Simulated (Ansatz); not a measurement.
# By hand: formation energy of the neutral V_C in TiC (rock salt, Fm-3m)

Subject: the formation energy of the neutral V_C in TiC (rock salt, Fm-3m). Reaction: 8 TiC (rock salt) → cell A + C (graphite).

A: a supercell of 16 sites of TiC (rock salt, Fm-3m) with one empty C site amid 6 Ti; spin state with PBE: run without spin.

Method: Ansatz (a quantum-chemistry and plane-wave program), PAW, neutral cells at 0 K with nuclei at rest, on structures from PBE+D3(BJ). Ansatz runs with its default PAW set. Other levels take these structures. The lattices are those relaxed with PBE+D3(BJ), so at other levels the solids can be strained, which adds to the spread. The cell is small for its defects, so this is an ordered compound on the host's lattice rather than an isolated defect. The value holds for the reservoirs listed; other chemical potentials shift it. Cell A has symmetry Fm-3m and got no random move, so less symmetric positions, which may lie lower, weren't tried.

Total energies of the cells in eV, at zero smearing width. They compare only within one column; the weights balance every element.

```tsv
cell	atoms	weight	r2SCAN+D4	PBEsol
A: TiC:V_C	15	+1	-21812.51796	-21531.49222
C (graphite)	4	+1/4	-1006.96431	-986.75221
TiC (rock salt)	16	−1	-22065.72708	-21779.35595
```

r2SCAN+D4: (-21812.51796) + 1/4 × (-1006.96431) − (-22065.72708) = 1.468 eV.

PBEsol: (-21531.49222) + 1/4 × (-986.75221) − (-21779.35595) = 1.176 eV.

What follows from the r2SCAN+D4 value: The value above is the C-rich limit, with C (graphite) as reservoir. The host forms with -1.02 eV/atom at this level, so before it gives way to its other element Δμ(C) can go down to -1.02 × 2 = -2.04 eV (other compounds may narrow the range). The defect releases 1 C, so the C-poor limit is 1.47 + 1 × (-2.04) = -0.57 eV.

With the reservoirs of the reaction as written, and without entropy terms or charged states, the share of sites that hold the defect in equilibrium is exp(−1.47 eV/k_BT) = 3.9×10^-8 at 1000 K.
